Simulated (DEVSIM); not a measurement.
Structure: Cr/SiO2/n-Si capacitor, at 300 K.

```
layer (left to right)  material  thickness (nm)  Nd (cm⁻³)
---------------------  --------  --------------  ---------
1                          SiO2            1.20          -
2                            Si            1100     2.6e17
```

Metal gate on the left, work function 4.5 eV. Fixed charge at the semiconductor interface 0 cm⁻² (in units of +e); interface traps 1e11 cm⁻² eV⁻¹, uniform in energy, neutral level at 0.3 of the gap above the valence band.

The device is made up for the run: typed textbook-type constants, with dimensions and the other settings drawn at random. Values at 300 K.

```
parameter      SiO2       Si
-------------  ----  -------
gap (eV)          9    1.124
affinity (eV)   0.9     4.05
permittivity    3.9     11.7
Nc (cm⁻³)         -  2.86e19
Nv (cm⁻³)         -   3.1e19
```

DEVSIM, 1D Poisson equation in equilibrium, Boltzmann statistics, complete ionisation; no quantum confinement or tunnelling. Metal contacts follow the ideal Schottky-Mott rule: no Fermi-level pinning, no interface dipoles.

Give the band bending (positive: bands bend down) and minority sheet density.


```json
[
 {"Vg (V)": "-0.8", "ψs (V)": "-0.978", "minority carriers (cm⁻²)": "9.2e11"},
 {"Vg (V)": "-0.5", "ψs (V)": "-0.742", "minority carriers (cm⁻²)": "1.5e8"},
 {"Vg (V)": "-0.2", "ψs (V)": "-0.463", "minority carriers (cm⁻²)": "< 1e8"},
 {"Vg (V)": "0.1", "ψs (V)": "-0.190", "minority carriers (cm⁻²)": "< 1e8"},
 {"Vg (V)": "0.4", "ψs (V)": "0.042", "minority carriers (cm⁻²)": "< 1e8"}
]
```
